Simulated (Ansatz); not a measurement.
## Pressure series in GaN

Consider GaN in the wurtzite structure (space group P6_3mc, No. 186).

```
GaN
1.0
    3.21861     0.00000     0.00000
   -1.60931     2.78740     0.00000
    0.00000     0.00000     5.24355
Ga N
2 2
Direct
  0.66667   0.33333   0.00096
  0.33333   0.66667   0.50096
  0.66667   0.33333   0.62424
  0.33333   0.66667   0.12424
```

Cell and atoms are relaxed at each pressure.

Level of theory: PBE (Ansatz, an electronic-structure program), scalar-relativistic without spin-orbit coupling, earlier PAW set.

| P (GPa) | V (Å³/atom) |
|---|---|
| -2.00 | 11.902 |
| -1.00 | 11.830 |
| 4.20 | 11.491 |
| 9.00 | 11.219 |
| 18.00 | 10.786 |
| 30.00 | 10.317 |
| 45.00 | 9.847 |
| 60.00 | 9.464 |

A third-order Birch–Murnaghan fit to these points gives V₀ = 11.76 Å³/atom, B₀ = 173 GPa and B₀′ = 4.3. At pressure 60 GPa the volume is 80.5 % of V₀.

Between the base and pressure 18 GPa the gap moves from 1.71 eV to 2.28 eV, a mean slope of 32 meV/GPa.

Load acts through the strain it causes; cell and atoms are relaxed under it. No phonon test of stability was made. Measured, GaN leaves this structure (for rock salt) near 47 GPa (temperature not stated; as listed in Datta, Sujoy, Jana, Debnarayan, arXiv (2020)), on rising pressure, with hysteresis.
